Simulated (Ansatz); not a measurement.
# YN, response to strain

Base system: YN in the rock salt structure (space group Fm-3m, No. 225; a = 4.856 Å). Axes: x, y, z lie along the cube axes.

Strains are applied to the cell and any free atomic positions relax; under stress the whole cell relaxes.

The values are results of PBEsol (Ansatz, a quantum-chemistry and plane-wave program), spin-orbit coupling left out, not measurements.

Candidates:
(a) isotropic strain −2.05 %
(b) isotropic strain −3.00 %
(c) uniaxial stress, 8 GPa compression along x

Notes on the quantities. energy relative to the base: free energy F.

Question: Order them by energy relative to the base, lowest first.

Answer: (c) uniaxial stress, 8 GPa compression along x (+7.6 meV/atom), (a) isotropic strain −2.05 % (+31 meV/atom), (b) isotropic strain −3.00 % (+68 meV/atom)

A case with no gap was solved on a k-mesh chosen for an insulator, which is coarse for it. Beyond what the load breaks, stability against distortions was not tested. The final runs are not spin-polarised.
